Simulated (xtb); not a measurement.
xtb 6.7.1, GFN2-xTB: Nb(OMe)4(OSiH3) (C[O][Nb]([O]C)([O]C)([O]C)[O][SiH3]), 26 atoms. The geometry is a generated start, not checked to be a minimum at this level.

```json
{
 "method": "GFN2-xTB",
 "--acc": "1 (default)",
 "--etemp (K)": "300 (default)",
 "detailed input (--input)": "none: ANC optimiser, Lindh (1995) Hessian, microcycle=20, maxdispl=1.0, hlow=0.01 (default)",
 "basis_functions": "71",
 "valence_electrons": "70"
}
```

```xyz
26

Nb     0.4024     0.4303    -0.1847
O     -0.8946     1.6265     0.4372
C     -2.0913     1.7055     1.1366
H     -1.9395     2.2576     2.0734
H     -2.8394     2.2320     0.5305
H     -2.4591     0.6938     1.3679
O      0.1464    -0.3306    -1.8714
C     -0.4709    -1.3743    -2.5452
H     -1.1325    -0.9682    -3.3249
H      0.2871    -2.0150    -3.0182
H     -1.0697    -1.9830    -1.8456
O      1.7577    -0.2051     0.9071
C      2.1195    -1.1693     1.8328
H      2.9493    -1.7739     1.4390
H      2.4425    -0.6910     2.7683
H      1.2609    -1.8298     2.0426
O      1.3959     1.7639    -0.8512
C      1.9115     2.8716    -1.4596
H      1.2678     3.7429    -1.2571
H      2.9249     3.0863    -1.0871
H      1.9629     2.7156    -2.5492
O     -0.7188    -0.9870     0.5286
Si    -1.6030    -2.1806     1.1031
H     -0.9400    -3.4634     0.7971
H     -2.9340    -2.1368     0.4671
H     -1.7361    -2.0180     2.5628
```

Charge 0 and multiplicity 1 are set for this test and not shown to be the ground state.

The structure is relaxed from this start with --opt LEVEL for the levels crude, sloppy, loose, lax, normal, tight, vtight, extreme, once each. Up to the end of the extreme run atoms move by at most 0.28 Å along an axis.

Problem. Choose the cheapest level whose final energy lies within 1 meV of that of extreme.

Solution. normal: 14 cycles against 30, ending 0.21 meV above.

```csv
level,cycles,energy above the extreme run (meV),gradient norm (eV/Å)
crude,1,6.1,0.18
sloppy,1,6.1,0.18
loose,1,6.1,0.18
lax,4,4.1,0.11
normal,14,0.21,0.041
tight,17,0.052,0.012
vtight,22,under 0.01,0.0032
extreme,30,—,0.0014
```
